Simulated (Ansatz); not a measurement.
An Ansatz (a quantum-chemistry and plane-wave program) input (PBEsol in Ansatz (plane waves to 420 eV, PAW, spin-orbit coupling left out)):

Ansatz 0.2 input:
```yaml
crystal:
  lattice:
    - [0, 3.2702226009, 3.2702226009]
    - [3.2702226009, 0, 3.2702226009]
    - [3.2702226009, 3.2702226009, 0]
  atoms:
    - { symbol: Sn, position: [0, 0, 0] }
    - { symbol: Sn, position: [0.25, 0.25, 0.25] }
basis: { ecutwfc: 420, ecutrho_ratio: 4, xc_grid: 2, fft_grid_basis: typed }
kpoints: { mp_grid: { grid: [12, 12, 12] } }
hamiltonian:
  xc: pbesol
  dispersion: none
  pseudopotentials: { kind: paw }
scf: { occupations: { method: fermi_dirac, width: 0.05 }, convergence: { dr2_threshold: 0.0000000002 } }
output: { forces: true, stress: true }
checkpoint: { write: state.ck, write_every: 1000 }
```

Q: Which symmetry and how many k-points will the program report, and about how many plane waves at Γ?

A: Space group Fd-3m (ITA 227) with 48 operations, k-points 72 of 1728, and 1363 plane waves at Γ.

No phonon test of stability was made. The cell was made from C by this change: C → Sn.
